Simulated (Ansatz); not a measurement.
Abridged Ansatz (a program for electronic structure) output:

```
Relaxation: its limit of steps is 50 (relax.max_steps)
Pseudopotential: W, paw, valence charge 14
Pseudopotential: Si, paw, valence charge 4
Crystal: 3 atoms, lattice volume = 40.583 Å³
Basis set: ecut = 500 eV, 1023 PW (Γ), exchange–correlation on 96×96×144 points (64 copies of the dense FFT grid, shifted against one another)
Bands: 15, of which v1, the nominal top of the filled ones, is band 11 counted from 1 (10 counted from 0)
Symmetry: 16 space group operations
k-points: 1183 of 15625
Functional: x = r2scan, c = r2scan; τ floored in thin density (d = 2e-4 eV/Å³)
SCF iter   1: F=—  HF=-11677.251876 eV  |F-HF|=—  |Δ(HF+E_count)|=         —  Δρ=4.70e-2  dr2=8.02e-1  dr2_τ=4.58e-2  ethr=3.10e-3  ⟨swp⟩=5.8  Hψ=106914  notcnv=0
SCF iter   2: F=—  HF=-11677.313585 eV  |F-HF|=—  |Δ(HF+E_count)|=   6.17e-2  Δρ=2.85e-2  dr2=2.49e-1  dr2_τ=1.18e-2  ethr=3.10e-3  ⟨swp⟩=2.0  Hψ=32054  notcnv=0
SCF 1 converged in 7 iterations: F = -11677.315489 eV  dr2 = 6.21e-8
relax step   1: F+E_penalty+E_count = -11677.31548887 eV  Δ(F+E_penalty+E_count) = +0.000e0 eV  max|allowed force component| = 1.888e-2 eV/Å  Δτ_max = 0.0000 Å  P = -1.583 GPa  Ω = 40.583 Å³  fix = [a, b, gamma]  reactions: a -2.611, b -2.611 GPa  (7 SCF iters, dr2 threshold 1.00e-7 eV, accepted)
[... steps on the carried basis left out ...]
relax step   3: F+E_penalty+E_count = -11677.31555042 eV  Δ(F+E_penalty+E_count) = -9.287e-6 eV  max|allowed force component| = 1.149e-3 eV/Å  Δτ_max = 0.0001 Å  P = -1.786 GPa  Ω = 40.618 Å³  energy of the carried Pulay correction = -8.633e-6 eV  fix = [a, b, gamma]  reactions: a -2.674, b -2.674 GPa  (3 SCF iters, dr2 threshold 6.91e-8 eV, accepted)
Crystal: 3 atoms, lattice volume = 40.618 Å³
SCF iter   1: F=—  HF=-11677.315557 eV  |F-HF|=—  |Δ(HF+E_count)|=         —  Δρ=3.38e-5  dr2=3.60e-8  dr2_τ=9.48e-9  ethr=2.43e-8  ⟨swp⟩=3.2  Hψ=157637  notcnv=0
SCF iter   2: F=—  HF=-11677.315559 eV  |F-HF|=—  |Δ(HF+E_count)|=   2.09e-6  Δρ=1.72e-5  dr2=8.71e-9  dr2_τ=1.23e-8  ethr=1.63e-10  ⟨swp⟩=2.1  Hψ=25325  notcnv=0
SCF 4 converged in 6 iterations: F = -11677.315559 eV  dr2 = 4.10e-14
SCF converged after 6 iterations
Free energy (F): -11677.315559 eV
Internal energy: -11677.307441 eV  (E = F + TS)
E sigma→0 (E₀):  -11677.311500 eV
Entropy (-TS):   -0.008119 eV (-2.706 meV/atom)
Fermi energy:    16.527719 eV
--- Forces (eV/Å), atoms counted from 1 ---
  atom   1  W     -0.00000000    -0.00000000     0.00000000
  atom   2  Si     0.00000000     0.00000000     0.00116231
  atom   3  Si     0.00000000     0.00000000    -0.00116231
--- Stress (GPa, compression-positive) ---
       -2.674294       0.000000       0.000000
        0.000000      -2.674294       0.000000
        0.000000       0.000000      -0.008571
  P = ⅓ Tr σ = -1.7857 GPa (-17.857 kbar)
--- Relaxed structure (3 steps of the walk, 3 accepted, 1 SCFs on fresh bases) ---
  cell:  # Å, volume = 40.6182 Å³
    - [3.2285942552, 0.0, 0.0]
    - [0.0, 3.2285942552, 0.0]
    - [1.6142971276, -1.6142971276, 3.896674627480277]
  atoms:
    - { symbol: W, position: [-4.641318640594585e-21, 4.641318640594587e-21, 9.282637281189172e-21] }
    - { symbol: Si, position: [0.6650533532337176, 0.3349466467662823, 0.6698932935325645] }
    - { symbol: Si, position: [0.3349466467662823, 0.6650533532337176, 0.3301067064674354] }
```

Task: What was computed, and what are the main results?

Result: WSi2, 3 atoms in the cell, with Ansatz, r2SCAN, PAW, cutoff 500 eV, scalar-relativistic without spin-orbit coupling, earlier PAW set. The last SCF converged to F = -11677.315559 eV, or -3892.4385 eV per atom, at a pressure of -1.79 GPa. The total energy compares only with runs of the same code, potentials and settings.

The cells carry an imposed strain or load. Stability against distortions was not tested. The final runs are not spin-polarised. The cell was made from WSi$_{2}$ (space group I4/mmm, No. 139) by this change: biaxial strain +0.51 %, plane normal [001], relaxed out of plane.

Keys are those of Ansatz 0.2.
